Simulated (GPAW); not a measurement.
# Equation of state of CuAu-type TiAl (space group 123): energy against volume (GPAW, LDA)

```
TiAl
1.0
    2.71993     0.00000     0.00000
    0.00000     2.71993     0.00000
    0.00000     0.00000     3.91171
Ti Al
1 1
Direct
  0.00000   0.00000   0.00000
  0.50000   0.50000   0.50000
```

Method: LDA (Perdew-Wang 92), GPAW PAW datasets LDA (gpaw-data 1.0.1) (plane waves; GPAW). Settings: mode = pw; ecut = 780 eV; xc = LDA; kpts = 21 21 15; mesh shift (steps) = 0 0 0; occupations.name = fermi-dirac; occupations.width = 0.05 eV; nbands = -10; convergence.density = 1e-05 e/electron; convergence.energy = 1e-05 eV/electron; symmetry.symmorphic = false; symmetry.tolerance = 0.0005; maxiter = 120. The cell above is the first row's. The rows scale it uniformly. In all rows fractional positions and the k mesh are held. E is the free energy at the stated smearing, counted from the lowest row.

```csv
V (Å^3/atom),E (meV/atom)
14.469,22.58
14.784,9.11
15.099,1.77
15.413,0.00
15.728,3.26
16.042,11.08
16.357,23.00
16.671,38.65
16.986,?
```

### Question
Fit E against V with the third-order Birch-Murnaghan form, a cubic in V^(-2/3), and predict the withheld value at V = 16.986.

### Answer
With u = V^(-2/3) - 0.161, the rows have u = 0.007412, 0.005012, 0.002695, 0.000464, -0.001699, -0.003785, -0.005810, -0.007765. Least squares gives E = 0.292 - 860.53·u + 523541·u² - 228861·u³. Residuals (row less fit): -0.003, 0.008, -0.001, -0.005, -0.006, 0.018, -0.009, 0.002; standard error 0.012 (degrees of freedom: 4). Its minimum lies at u = 0.000822, so V0 = (0.161822)^(-3/2) = 15.36. There d²E/du² = 1046000 and d³E/du³ = -1373000, so B0 = (4/9) × 15.36^(-7/3) × 1046000 × 0.160218 = 127 GPa (the last factor turns the table's units into GPa), and B0' = 4 + (2/3) × 0.161822 × (-1373000)/1046000 = 3.9. The program's pressures in the fitted runs (not shown) pass through zero at V = 15.33, 0.21 % from this V0. At the withheld row, u = -0.009665, so E = 0.292 - 860.53 × (-0.009665) + 523541 × (-0.009665)² - 228861 × (-0.009665)³ = 57.721 meV/atom. The calculation gives 57.66 meV/atom, 0.061 meV/atom below the prediction (0.1 % of the range of E in the table). The row lies outside the fitted rows, so this is an extrapolation. From the scatter of the fitted rows alone, a prediction at this place has a standard error of 0.029 meV/atom, so the miss is 2.1 times that.

Carrying the step between the two nearest rows on in a straight line would have given 54.35, off by 3.31; series whose last step already gives the withheld value aren't shown. The scan was laid around a cell of about the measured size, scaled by a guess for this functional; axis ratios and inner coordinates come from that cell. The runs keep the symmetry of the cell, so they don't test it for distortions. Spin polarisation is off. The shape of the cell and the inner coordinates aren't relaxed, so V0 and B0 belong to this uniform scaling; a relaxed crystal lies no higher in energy and is usually softer. Cutoffs and mesh are single choices, not tested for convergence of this quantity. Series with a scatter that would blur these digits, or in which a gap closes, are not shown. Nor are scans whose minimum lies at an end fitted in this form.
